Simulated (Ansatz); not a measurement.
Sb₂Se₃ (model structure, started from the A-La2O3 type, P-3m1, No. 164, 5 atoms in the cell) was calculated with r²SCAN+SOC in Ansatz (PAW).

Settings: plane-wave cutoff 560 eV, 18×18×6 k mesh (along the axes of the cell as run), Fermi–Dirac smearing 0.05 eV, PAW data made under PBE.

Cell (relaxed with PBEsol):

```
Sb2Se3
1.0
    4.00337     0.00000     0.00000
   -2.00168     3.46702     0.00000
    0.00000     0.00000     9.78312
Sb Se
2 3
Direct
  0.33333   0.66667   0.19053
  0.66667   0.33333   0.80947
  0.00000   0.00000   0.00000
  0.33333   0.66667   0.65056
  0.66667   0.33333   0.34944
```

Estimate the band gap that the calculation returns.


band gap: 0.10 eV (under three smearing widths, so not firm)

Note: the relaxation could raise the start's symmetry but not lower it, so the cell can be a saddle point; cell and atoms aren't relaxed at this level (largest force component 0.12 eV/Å, pressure 1.7 GPa).

The computed numbers hold no vibrational or temperature effects.

A model structure was made by putting elements into a prototype or built by hand; it is no filed structure, need not be a known phase, and can be a saddle point held by its symmetry.

Ansatz is a program for electronic structure.
